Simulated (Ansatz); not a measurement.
Nb2Pd3Se8 (Pbam, No. 55, 26 atoms in the cell; start mp-504898)

The numbers are results of PBEsol (PAW; Ansatz, a program for electronic structure), not measurements.

Settings: plane-wave cutoff 520 eV, 4×4×10 k mesh (along the axes of the cell as run), Fermi–Dirac smearing 0.01 eV, no spin polarisation, scalar-relativistic PAW data made under PBE.

Cell (relaxed with PBEsol):

```
Nb2Pd3Se8
1.0
   10.77400     0.00000     0.00000
    0.00000    15.06704     0.00000
    0.00000     0.00000     3.54400
Nb Pd Se
4 6 16
Cartesian
  8.59119  13.25736   1.77200
  2.18282   1.80969   1.77200
  3.20419   9.34321   1.77200
  7.56982   5.72383   1.77200
  0.00000   0.00000   0.00000
  5.38700   7.53352   0.00000
  6.84301  11.72377   0.00000
  3.93100   3.34328   0.00000
  1.45600  10.87680   0.00000
  9.31800   4.19025   0.00000
  8.33241   0.08474   0.00000
  2.44159  14.98231   0.00000
  2.94541   7.44879   0.00000
  7.82859   7.61826   0.00000
 10.41303  12.67310   0.00000
  0.36098   2.39394   0.00000
  5.02603   9.92746   0.00000
  5.74798   5.13958   0.00000
  8.23742  10.72762   1.77200
  2.53658   4.33943   1.77200
  2.85042  11.87295   1.77200
  7.92358   3.19409   1.77200
  6.02934  13.22836   1.77200
  4.74466   1.83868   1.77200
  0.64234   9.37221   1.77200
 10.13166   5.69484   1.77200
```

```json
{
 "band_gap": "0.44 eV",
 "smallest_direct_gap_on_the_k_points_sampled": "0.56 eV"
}
```

Spin–orbit coupling is not included.

The computed numbers hold no vibrational or temperature effects.

A start named mp-… is a Materials Project structure, which need not be a measured phase.
